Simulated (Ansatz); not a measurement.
Rock-salt TaC: properties by level of theory

Reference values: lattice constant a 4.456 Å (measured, 300 K, no zero-point or thermal correction; as tabulated in Wikipedia's data pages); bulk modulus 305 ± 5 GPa (measured, room temperature, not corrected to a static lattice, our sources range from 305 to 345; as tabulated in Speziale et al., equation of state of TaC (DESY record 425561)).

```
level (code)      lattice constant a (Å)  bulk modulus B0 (GPa)
----------------  ----------------------  ---------------------
LDA (Ansatz)                       4.414                      ?
PBE (Ansatz)                       4.475                    324
PBE+SOC (Ansatz)                   4.474                    324
PBEsol (Ansatz)                        ?                    344
HSE06 (Ansatz)                     4.448                      ?
```

**Question.** Fill in the missing entries.

**Answer.** 
- LDA (Ansatz, an electronic-structure program), bulk modulus B0 (GPa): 359
- PBEsol (Ansatz), lattice constant a (Å): 4.440
- HSE06 (Ansatz), bulk modulus B0 (GPa): 352

Ansatz's density-functional and Hartree–Fock values are scalar-relativistic unless marked +SOC, with PAW data made under PBE.

The computed numbers hold no vibrational or temperature effects.
